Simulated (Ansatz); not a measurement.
Output of an Ansatz run (abridged):

```
WARN the atoms were moved onto the symmetric positions of the space group found under crystal.symmetry.tolerance 1.0e-5 (fractional …
WARN ansatz: RAYON_NUM_THREADS=1 ignored (pool sized by the plan → 1); use --threads N
Pseudopotentials: kind: paw
Pseudopotential: K, paw, valence charge 9
Pseudopotential: Cs, paw, valence charge 9
Crystal: 8 atoms, lattice volume = 869.337 Å³
Basis set: ecut = 420 eV, 16967 PW (Γ)
Bands: 44, of which v1, the nominal top of the filled ones, is band 36 counted from 1 (35 counted from 0)
Symmetry: 24 space group operations
Space group: P63/mmc (ITA 194), of the structure as read, at distance tolerance 9.5e-5 Å
k-points: 6 of 27
PAW frozen core: K, regenerated for the run's functional, and the local potential with it
PAW frozen core: Cs, regenerated for the run's functional, and the local potential with it
Initial density: superposition of atomic densities (neutral atoms: chi_scale 0, normalization atom), corrected by the library's trained network
Initial wavefunctions: pseudopotential atomic-orbital guess
Eigensolver: davidson
Functional: x = slater, c = lda
SCF iter   1: F=—  HF=-36021.390896 eV  |F-HF|=—  |Δ(HF+E_count)|=         —  Δρ=2.16e-3  dr2=3.86e-2  ethr=1.77e-3  ⟨swp⟩=12.0  Hψ=1300  notcnv=0
all-band conjugate gradients solve this SCF's bands
preconditioner: auto → Kerker (q_TF=auto, 1.801 Å⁻¹)
SCF iter   2: F=—  HF=-36021.391336 eV  |F-HF|=—  |Δ(HF+E_count)|=   4.40e-4  Δρ=1.22e-3  dr2=2.08e-2  ethr=5.36e-5  ⟨swp⟩=3.0  Hψ=507  notcnv=0
SCF iter   3: F=—  HF=-36021.388253 eV  |F-HF|=—  |Δ(HF+E_count)|=   3.08e-3  Δρ=2.85e-4  dr2=4.46e-3  ethr=2.88e-5  ⟨swp⟩=2.0  Hψ=463  notcnv=0
SCF iter   4: F=—  HF=-36021.386973 eV  |F-HF|=—  |Δ(HF+E_count)|=   1.28e-3  Δρ=1.03e-4  dr2=3.06e-4  ethr=6.19e-6  ⟨swp⟩=2.0  Hψ=282  notcnv=0
SCF iter   5: F=—  HF=-36021.386869 eV  |F-HF|=—  |Δ(HF+E_count)|=   1.04e-4  Δρ=3.48e-5  dr2=3.71e-5  ethr=4.24e-7  ⟨swp⟩=3.3  Hψ=495  notcnv=0
SCF iter   6: F=—  HF=-36021.387000 eV  |F-HF|=—  |Δ(HF+E_count)|=   1.31e-4  Δρ=1.03e-5  dr2=8.36e-6  ethr=5.16e-8  ⟨swp⟩=2.0  Hψ=284  notcnv=0
SCF iter   7: F=—  HF=-36021.386999 eV  |F-HF|=—  |Δ(HF+E_count)|=   9.60e-7  Δρ=4.13e-6  dr2=5.05e-7  ethr=1.16e-8  ⟨swp⟩=2.0  Hψ=309  notcnv=0
SCF iter   8: F=-36021.386999 eV  HF=-36021.386999 eV  |F-HF|=1.04e-8  |Δ(HF+E_count)|=   2.76e-8  Δρ=1.76e-6  dr2=3.53e-8  ethr=1.39e-10  ⟨swp⟩=19.5  Hψ=1583  notcnv=0
SCF 1 converged in 8 iterations: F = -36021.386999 eV  dr2 = 3.53e-8
SCF converged after 8 iterations
Free energy (F): -36021.386999 eV
Harris-Foulkes:  -36021.386999 eV  (|F-HF|=1.04e-8)
Internal energy: -36021.317749 eV  (E = F + TS)
E sigma→0 (E₀):  -36021.352374 eV
Entropy (-TS):   -0.069250 eV (-8.656 meV/atom)
Fermi energy:    1.744516 eV
--- Per-component energies (eV) ---
  E_band       = -862.709471
  E_kinetic    = 1347.622348
  E_local      = -3999.414966  (includes V_loc(G=0)·N_el)
  E_nonlocal   = 227.543517
  E_hartree    = 1415.306744
  E_xc         = -1288.594474
  E_vxc        = -1068.187967  (∫ρ·V_xc dr)
  E_paw        = -30903.245307  (= ΣΔE_a)
  E_vpaw       = -200.882496  (= ΣTr[D̂ρ^β])
  E_aug_tail   = -0.000014  (compensation charges beyond the density's cutoff)
  E_ewald      = -2822.673935
  E_core_change = 2.138337  (= ΣΔE_core)
  E_smearing   = -0.069250  (= −TS)
  E_closure    = 0.000000  (closes the sum)
  Σ components = -36021.386999   (vs F -36021.386999, Δ=0.00e0)
--- Forces (eV/Å), atoms counted from 1 ---
  atom   1  K      0.00000000    -0.00000000    -0.00000000
  atom   2  K      0.00000000     0.00000000     0.00000000
  atom   3  Cs     0.00000000     0.01576812    -0.00000000
  atom   4  Cs    -0.00000000    -0.01576812     0.00000000
  atom   5  Cs    -0.01365559     0.00788406     0.00000000
  atom   6  Cs     0.01365559    -0.00788406     0.00000000
  atom   7  Cs    -0.01365559    -0.00788406    -0.00000000
  atom   8  Cs     0.01365559     0.00788406     0.00000000
  max |Σ_I F_I| component: 8.67e-18 eV/Å
--- Stress (GPa, compression-positive) ---
       -0.408282       0.000000       0.000000
        0.000000      -0.408282       0.000000
        0.000000       0.000000      -0.439652
  P = ⅓ Tr σ = -0.4187 GPa (-4.187 kbar)
  The stress holds the Pulay correction. Without it, at fixed plane waves, as pw.x and ABINIT print it: P = -0.4192 GPa
--- Band table (eV; the first three rows and the last of 6) ---
  k-point 0: bands = ["-30.1696", "-30.1696", "-22.1496", "-22.1445", "-22.1445", "-22.1445", "-22.1420", "-22.1420", "-13.8402", "-13.8402", "-13.8401", "-13.8401", "-13.8378", "-13.8377", "-8.9566", "-8.9349", "-8.9304", "-8.9030", "-8.9030", [...]
  k-point 1: bands = ["-30.1696", "-30.1696", "-22.1484", "-22.1458", "-22.1439", "-22.1439", "-22.1426", "-22.1426", "-13.8402", "-13.8402", "-13.8402", "-13.8402", "-13.8377", "-13.8377", "-8.9537", "-8.9467", "-8.9229", "-8.9229", "-8.9136", [...]
  k-point 2: bands = ["-30.1696", "-30.1696", "-22.1485", "-22.1459", "-22.1445", "-22.1441", "-22.1422", "-22.1420", "-13.8402", "-13.8402", "-13.8401", "-13.8401", "-13.8377", "-13.8377", "-8.9359", "-8.9298", "-8.9178", "-8.9007", "-8.8998", [...]
  k-point 5: bands = ["-30.1696", "-30.1696", "-22.1460", "-22.1458", "-22.1458", "-22.1434", "-22.1431", "-22.1431", "-13.8402", "-13.8402", "-13.8402", "-13.8401", "-13.8377", "-13.8377", "-8.9170", "-8.9170", "-8.9140", "-8.9101", "-8.9101", [...]
```

The structure:

```xyz
8
Lattice="10.7541 0.0000 0.0000 -5.3770 9.3133 0.0000 0.0000 0.0000 8.6798" Properties=species:S:1:pos:R:3 pbc="T T T"
K      0.0000     6.2089     6.5099
K      5.3771     3.1044     2.1700
Cs     0.0000     3.1580     2.1700
Cs     5.3770     6.1554     6.5099
Cs     8.0192     1.5790     6.5099
Cs    -2.6422     7.7343     2.1700
Cs     2.6422     7.7343     2.1700
Cs     2.7349     1.5790     6.5099
```

Reconstruct the input of this run.

Other spellings and defaults could give the same log, and not every line can be read from it. The input that was run (DFT, LDA (PW92), plane waves, default PAW files made with PBE):

Ansatz 0.2 input:
```yaml
# Cs3K
crystal:
  lattice:
    - [10.754091, 0.000000, 0.000000]
    - [-5.377045, 9.313316, 0.000000]
    - [0.000000, 0.000000, 8.679812]
  atoms:
    - { symbol: K, position_ang: [-0.000005, 6.208880, 6.509859] }
    - { symbol: K, position_ang: [5.377051, 3.104436, 2.169953] }
    - { symbol: Cs, position_ang: [0.000000, 3.157959, 2.169953] }
    - { symbol: Cs, position_ang: [5.377046, 6.155357, 6.509859] }
    - { symbol: Cs, position_ang: [8.019218, 1.578980, 6.509859] }
    - { symbol: Cs, position_ang: [-2.642172, 7.734336, 2.169953] }
    - { symbol: Cs, position_ang: [2.642173, 7.734336, 2.169953] }
    - { symbol: Cs, position_ang: [2.734873, 1.578980, 6.509859] }
basis:
  ecutwfc: 420.0
kpoints:
  mp_grid:
    grid: [3, 3, 3]
hamiltonian:
  xc: lda
  pseudopotentials:
    kind: paw
scf:
  occupations:
    method: gaussian
    width: 0.1
output:
  forces: true
  eigenvalues: true
  stress: true
```

The starting cell comes from a database of computed structures (which also holds hypothetical and non-ambient phases and stackings), without a prior relaxation at this level. Its lattice was rescaled by up to half a per cent. Ansatz's pressure includes its estimate of the finite-basis (Pulay) stress.

Ansatz is an electronic-structure program.
